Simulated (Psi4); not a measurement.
Psi4 1.11, B3LYP/def2-svp, scf_type pk: CC1=C(F)[SiH2]C[C@@H]1F, 16 atoms. The geometry is a generated start, not checked to be a minimum at this level.

| Quantity | Value |
|---|---|
| task | energy |
| method | b3lyp |
| basis | def2-svp |
| memory | 7 GB |
| e_convergence | 1e-08 |
| d_convergence | 1e-07 |
| guess | auto, which took SAD (default) |
| diis_max_vecs | 10 (default) |
| scf_initial_accelerator | adiis (default) |
| dft_radial_points | 75 (default) |
| dft_spherical_points | 302 (default) |
| basis functions | 156 |
| grid points | 338371 |

```xyz
16

C     -2.0582     0.9057    -0.2327
C     -0.6543     0.4284    -0.0811
C      0.4217     1.2203     0.0540
F      0.3484     2.5620     0.0914
Si     2.0047     0.2834     0.1747
C      1.0560    -1.3699     0.3410
C     -0.3861    -1.0619    -0.1171
F     -0.5324    -1.5183    -1.3929
H     -2.6804     0.5212     0.5815
H     -2.1217     1.9985    -0.2158
H     -2.4770     0.5601    -1.1831
H      2.7865     0.5726     1.4052
H      2.8084     0.3269    -1.0742
H      1.0639    -1.6573     1.3979
H      1.5186    -2.1602    -0.2565
H     -1.0981    -1.6116     0.5077
```

The reference run uses exact four-centre integrals (scf_type = pk). Each setting ran once; only counts and results are compared.

Measured:

| setting | energy against the reference |
|---|---|
| scf_type = cd, cholesky_tolerance = 1e-06 | −0.020 meV/atom |
| scf_type = cd, cholesky_tolerance = 1e-05 | −0.19 meV/atom |
| scf_type = cd, cholesky_tolerance = 0.0001 (default) | −1.8 meV/atom |
| scf_type = cd, cholesky_tolerance = 0.01 | −8.0 meV/atom |

Task: How far does the result lie from the reference with scf_type = cd, cholesky_tolerance = 0.001?

Result: energy against the reference: −6.6 meV/atom. Total energies are compared; such shifts often cancel in part in energy differences.
